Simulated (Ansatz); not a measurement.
An Ansatz (a program for electronic structure) run: HfO2 with a change (isotropic strain +4.93 %); DFT with r2SCAN, PAW potentials and a 500 eV plane-wave cutoff in Ansatz, no spin-orbit coupling, earlier PAW set.

Input:

Ansatz 0.2 input:
```yaml
crystal:
  lattice:
    - [3.7533203323, 0, 0]
    - [0, 3.7533203323, 0]
    - [0, 0, 5.4601417414]
  atoms:
    - { symbol: Hf, position: [0, 0, 0] }
    - { symbol: Hf, position: [0.5, 0.5, 0.5] }
    - { symbol: O, position: [0, 0.5, 0.1960652655] }
    - { symbol: O, position: [0, 0.5, 0.6960652655] }
    - { symbol: O, position: [0.5, 0, 0.3039347345] }
    - { symbol: O, position: [0.5, 0, 0.8039347345] }
basis: { ecutwfc: 500, ecutrho_ratio: 4, xc_grid: 4, fft_grid_basis: typed }
kpoints: { mp_grid: { grid: [9, 9, 7] } }
hamiltonian:
  xc: r2scan
  dispersion: none
  pseudopotentials: { azcp: { folder: ./paw }, kind: paw }
scf: { occupations: { method: fermi_dirac, width: 0.05 }, convergence: { dr2_threshold: 0.0000000006 } }
relax: { f_tol: 0.005, max_steps: 50 }
output: { forces: true, stress: true }
checkpoint: { write: state.ck, write_every: 1000 }
```

Output (explanatory and most iteration lines left out):

```
Relaxation: its limit of steps is 50 (relax.max_steps)
Pseudopotential: Hf, paw, valence charge 26
Pseudopotential: O, paw, valence charge 6
Crystal: 6 atoms, lattice volume = 76.919 Å³
Basis set: ecut = 500 eV, 1923 PW (Γ), exchange–correlation on 120×120×160 points (64 copies of the dense FFT grid, shifted against one another)
Bands: 46, of which v1, the nominal top of the filled ones, is band 38 counted from 1 (37 counted from 0)
Symmetry: 16 space group operations
Space group: P42/nmc (ITA 137), of the structure as read, at distance tolerance 4.3e-5 Å
k-points: 60 of 567
Functional: x = r2scan, c = r2scan; τ floored in thin density (d = 2e-4 eV/Å³)
SCF iter   1: F=—  HF=-33753.401844 eV  |F-HF|=—  |Δ(HF+E_count)|=         —  Δρ=8.45e-2  dr2=3.69e0  dr2_τ=2.11e-1  ethr=3.10e-3  ⟨swp⟩=5.9  Hψ=8724  notcnv=0
SCF iter   2: F=—  HF=-33753.033059 eV  |F-HF|=—  |Δ(HF+E_count)|=   3.69e-1  Δρ=4.02e-2  dr2=9.59e-1  dr2_τ=8.58e-2  ethr=3.10e-3  ⟨swp⟩=2.1  Hψ=5790  notcnv=0  defer=216
SCF 1 converged in 10 iterations: F = -33753.011790 eV  dr2 = 4.83e-10
relax step   1: F+E_penalty+E_count = -33753.01179041 eV  Δ(F+E_penalty+E_count) = +0.000e0 eV  max|allowed force component| = 6.730e-1 eV/Å  Δτ_max = 0.0000 Å  (10 SCF iters, accepted)
Crystal: 6 atoms, lattice volume = 76.919 Å³
SCF iter   1: F=—  HF=-33753.146089 eV  |F-HF|=—  |Δ(HF+E_count)|=         —  Δρ=9.71e-3  dr2=3.54e-2  dr2_τ=7.54e-1  ethr=4.70e-5  ⟨swp⟩=1.3  Hψ=8649  notcnv=0  defer=213
SCF iter   2: F=—  HF=-33753.171875 eV  |F-HF|=—  |Δ(HF+E_count)|=   2.58e-2  Δρ=4.66e-3  dr2=1.05e-2  dr2_τ=1.20e-3  ethr=4.66e-5  ⟨swp⟩=2.0  Hψ=4614  notcnv=0  defer=213
SCF 2 converged in 10 iterations: F = -33753.173449 eV  dr2 = 1.21e-10
relax step   2: F+E_penalty+E_count = -33753.17344851 eV  Δ(F+E_penalty+E_count) = -1.617e-1 eV  max|allowed force component| = 4.091e-1 eV/Å  Δτ_max = 0.0731 Å  (10 SCF iters, accepted)
Crystal: 6 atoms, lattice volume = 76.919 Å³
SCF iter   1: F=—  HF=-33753.120542 eV  |F-HF|=—  |Δ(HF+E_count)|=         —  Δρ=1.38e-2  dr2=7.92e-2  dr2_τ=1.71e0  ethr=1.06e-3  ⟨swp⟩=4.0  Hψ=7316  notcnv=0  defer=77
SCF iter   2: F=—  HF=-33753.223301 eV  |F-HF|=—  |Δ(HF+E_count)|=   1.03e-1  Δρ=6.39e-3  dr2=2.10e-2  dr2_τ=2.41e-3  ethr=1.04e-4  ⟨swp⟩=2.0  Hψ=5353  notcnv=0  defer=167
SCF 3 converged in 10 iterations: F = -33753.226150 eV  dr2 = 1.45e-10
relax step   3: F+E_penalty+E_count = -33753.22615009 eV  Δ(F+E_penalty+E_count) = -5.270e-2 eV  max|allowed force component| = 2.050e-1 eV/Å  Δτ_max = 0.1103 Å  (10 SCF iters, accepted)
Crystal: 6 atoms, lattice volume = 76.919 Å³
SCF iter   1: F=—  HF=-33753.242655 eV  |F-HF|=—  |Δ(HF+E_count)|=         —  Δρ=3.90e-3  dr2=6.11e-3  dr2_τ=1.60e-1  ethr=9.59e-5  ⟨swp⟩=4.0  Hψ=6528  notcnv=0  defer=168
SCF iter   2: F=—  HF=-33753.239485 eV  |F-HF|=—  |Δ(HF+E_count)|=   3.17e-3  Δρ=1.98e-3  dr2=2.13e-3  dr2_τ=2.00e-4  ethr=8.04e-6  ⟨swp⟩=2.0  Hψ=5352  notcnv=0  defer=168
SCF 4 converged in 9 iterations: F = -33753.239548 eV  dr2 = 3.75e-10
relax step   4: F+E_penalty+E_count = -33753.23954823 eV  Δ(F+E_penalty+E_count) = -1.340e-2 eV  max|allowed force component| = 2.338e-3 eV/Å  Δτ_max = 0.0335 Å  (9 SCF iters, accepted)
Crystal: 6 atoms, lattice volume = 76.919 Å³
SCF iter   1: F=—  HF=-33753.239548 eV  |F-HF|=—  |Δ(HF+E_count)|=         —  Δρ=6.82e-7  dr2=3.75e-10  dr2_τ=4.41e-11  ethr=1.00e-12  ⟨swp⟩=2.6  Hψ=10709  notcnv=0  defer=165
SCF iter   2: F=-33753.239548 eV  HF=-33753.239548 eV  |F-HF|=7.28e-12  |Δ(HF+E_count)|=  2.91e-11  Δρ=4.62e-7  dr2=1.93e-10  dr2_τ=9.35e-12  ethr=1.00e-12  ⟨swp⟩=4.5  Hψ=9676  notcnv=0
SCF 5 converged in 2 iterations: F = -33753.239548 eV  dr2 = 1.93e-10
SCF converged after 2 iterations
Free energy (F): -33753.239548 eV
Internal energy: -33753.239548 eV  (E = F + TS)
E sigma→0 (E₀):  -33753.239548 eV
Fermi energy:    13.318885 eV
--- Forces (eV/Å), atoms counted from 1 ---
  atom   1  Hf     0.00000000     0.00000000    -0.00000000
  atom   2  Hf    -0.00000000     0.00000000     0.00000000
  atom   3  O      0.00000000     0.00000000    -0.00234229
  atom   4  O     -0.00000000     0.00000000    -0.00234229
  atom   5  O     -0.00000000     0.00000000     0.00234229
  atom   6  O      0.00000000     0.00000000     0.00234229
--- Stress (GPa, compression-positive) ---
      -25.387990      -0.000000      -0.000000
       -0.000000     -25.387990       0.000000
       -0.000000       0.000000     -13.145242
  P = ⅓ Tr σ = -21.3071 GPa (-213.071 kbar)
--- Relaxed structure (4 steps of the walk, 4 accepted, 0 SCFs on fresh bases) ---
  atoms:
    - { symbol: Hf, position: [2.08254264389965e-33, 2.1380291025402603e-36, 8.47217799163833e-19] }
    - { symbol: Hf, position: [0.5, 0.5, 0.5000000000000001] }
    - { symbol: O, position: [-1.2695202491659053e-33, 0.5, 0.16859623248370506] }
    - { symbol: O, position: [-8.046041907404428e-34, 0.5, 0.6685962324837051] }
    - { symbol: O, position: [0.5, 1.8173247371592215e-35, 0.3314037675162951] }
    - { symbol: O, position: [0.5, -1.3897189166511695e-35, 0.831403767516295] }
```

With Hf present, leaving out spin-orbit coupling can change the band edges. No phonon test of stability was made. The cell was made from HfO2 (space group P4_2/nmc, No. 137) by this change: isotropic strain +4.93 %. This is not the structure that HfO2 has at room temperature and ambient pressure.
